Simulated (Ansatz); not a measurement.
Checking a run of Ansatz (a program for electronic structure) on Cs2LiYCl6 (Fm-3m, 10 atoms in the cell). The aim is a self-consistent single point with DFT, LDA (PW92), plane waves, default PAW files made with PBE.

Cell that was meant: a = 7.5265 Å, b = 7.5265 Å, c = 7.5265 Å, α = 60.00°, β = 60.00°, γ = 60.00°.

Part of the input:

Ansatz 0.2 input:
```yaml
  xc: lda
  pseudopotentials: { kind: paw }
scf:
  occupations: { method: fermi_dirac, width: 0.68 }
output:
  forces: true
  eigenvalues: true
```

The program printed (abridged):

```
WARN ansatz: RAYON_NUM_THREADS=1 ignored (pool sized by the plan → 1); use --threads N
   [... lines left out ...]
PAW frozen core: Cs, regenerated for the run's functional, and the local potential with it
Initial density: superposition of atomic densities (neutral atoms: chi_scale 0, normalization atom), corrected by the library's trained network
Initial wavefunctions: pseudopotential atomic-orbital guess
Eigensolver: davidson
Functional: x = slater, c = lda
SCF iter   1: F=—  HF=-21243.123624 eV  |F-HF|=—  |Δ(HF+E_count)|=         —  Δρ=7.61e-3  dr2=3.27e-1  ethr=1.77e-3  ⟨swp⟩=9.0  Hψ=1571  notcnv=0
all-band conjugate gradients solve this SCF's bands
preconditioner: auto → Resta (q_TF=auto, 2.159 Å⁻¹)
SCF iter   2: F=—  HF=-21243.034445 eV  |F-HF|=—  |Δ(HF+E_count)|=   8.92e-2  Δρ=3.10e-3  dr2=2.04e-2  ethr=4.42e-4  ⟨swp⟩=2.5  Hψ=504  notcnv=0
   [... lines left out ...]
SCF iter   5: F=—  HF=-21243.028624 eV  |F-HF|=—  |Δ(HF+E_count)|=   6.46e-5  Δρ=4.34e-5  dr2=4.72e-6  ethr=1.07e-7  ⟨swp⟩=2.0  Hψ=454  notcnv=0
SCF iter   6: F=—  HF=-21243.028627 eV  |F-HF|=—  |Δ(HF+E_count)|=   2.80e-6  Δρ=6.48e-6  dr2=2.13e-7  ethr=6.38e-9  ⟨swp⟩=2.0  Hψ=452  notcnv=0
SCF iter   7: F=-21243.028627 eV  HF=-21243.028627 eV  |F-HF|=3.54e-9  |Δ(HF+E_count)|=   1.10e-7  Δρ=1.26e-6  dr2=7.34e-9  ethr=1.35e-10  ⟨swp⟩=9.0  Hψ=1078  notcnv=0
SCF 1 converged in 7 iterations: F = -21243.028627 eV  dr2 = 7.34e-9
Free energy (F): -21243.028627 eV
Internal energy: -21241.524052 eV  (E = F + TS)
E sigma→0 (E₀):  -21242.276340 eV
Entropy (-TS):   -1.504574 eV (-150.457 meV/atom)
Fermi energy:    4.507882 eV
--- Forces (eV/Å), atoms counted from 1 ---
  atom   1  Y      0.00000000    -0.00000000     0.00000000
  atom   2  Cl    -0.18769391    -0.00000000    -0.00000000
  atom   3  Cl     0.00000000    -0.18769391    -0.00000000
  atom   4  Cl     0.18769391    -0.00000000     0.00000000
  atom   5  Cl    -0.00000000     0.18769391     0.00000000
  atom   6  Cl     0.00000000    -0.00000000    -0.18769391
  atom   7  Cl     0.00000000     0.00000000     0.18769391
   [... lines left out ...]
  atom  10  Cs     0.00000000    -0.00000000     0.00000000
--- Stress (GPa, compression-positive) ---
       -3.128494      -0.000000       0.000000
       -0.000000      -3.128494       0.000000
        0.000000      -0.000000      -3.128494
  P = ⅓ Tr σ = -3.1285 GPa (-31.285 kbar)
  The stress holds the Pulay correction. Without it, at fixed plane waves, as pw.x and ABINIT print it: P = -3.1304 GPa
```

Is anything amiss in this input, and did it matter?

The run is not sound. The fault is a smearing width that is far too large. A width of many tenths of an electronvolt moves electrons far across the Fermi level or the gap, and the free energy and its derivatives carry a large smearing term. To fix it, use a width small against the gap or band features. The run converged in 7 iterations without an error; against the sound input the free energy falls by 29.5 meV/atom, the pressure goes from -3.49 to -3.13 GPa, the largest force goes from 0.312 to 0.188 eV/Å and the gap on the mesh goes from 4.684 to 4.863 eV.

An input that runs soundly differs in these lines (not the only fix; some lines may just follow from the change or write a value another way):
```diff
-  occupations: { method: fermi_dirac, width: 0.68 }
+  occupations: { method: cold, width: 0.1 }
```

With that input, the run converged in 7 iterations: free energy E − TS (on the zero of these files) -21242.7333 eV; top of the valence band (on the code's own zero) 1.84 eV; gap on the k-point mesh 4.68 eV; pressure -3.49 GPa; largest force (vector length) 0.312 eV/Å (DFT, LDA (PW92), plane waves, default PAW files made with PBE).

On the sound input: the starting cell comes from a database of published, mostly measured structures (it also holds non-ambient and calculated ones), without a prior relaxation at this level. Its lattice was rescaled by a random factor within 2.5 % of one. With a pressure of about -3 GPa the cell is away from its equilibrium volume at this level. Ansatz's pressure includes its estimate of the finite-basis (Pulay) stress.
